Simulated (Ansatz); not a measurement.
The starting structures come from a database of crystals and need not be the phases stable at ambient conditions.

 Where the default PAW files enter, the runs use the earlier of Ansatz's two default sets.

Tunnelling through a barrier is set by its complex band structure: the current falls as exp(−2κd) with the smallest κ.

Data:

```xyz
14
Lattice="5.9318 0.0000 0.0000 -1.9773 5.5925 0.0000 1.9773 2.7963 4.8433" Properties=species:S:1:pos:R:3 pbc="T T T"
Hf    -0.4943     4.5439     0.6054
Hf     1.4829     5.2430     3.0270
Hf     2.4716     2.4467     1.8162
Hf     4.4488     7.3402     4.2379
Hf     5.4374     1.3981     1.2108
Hf     4.4488     4.1944     3.6324
N      4.2188     1.7719     3.0690
N      5.2074     6.2431     2.4216
N      2.2415     3.1700     4.1959
N      4.1503     2.7963     0.0000
N      0.2643     3.4469     2.4216
N      3.2302     0.3737     0.6473
N      1.1844     2.7963     0.0000
N      3.2302     4.5681     1.7743
```

Space group of this cell: I-43d. The cell is strained (all lengths scaled by 1.02); by r2SCAN its mean pressure is -17.0 GPa.

Transport runs along the normal of the first two printed cell vectors, the (110) plane of the conventional cell.

The gap is the functional's own, uncorrected, and κ follows it; spin-orbit coupling is left out. Mid-gap values are interpolated between the computed energies.

Compute, with r2SCAN in Ansatz (an electronic-structure program), the band gap and the smallest decay constant κ at mid-gap.

Gap 1.41 eV on a 6×6×6 mesh; κ = 0.199 1/Å, at the zone centre.
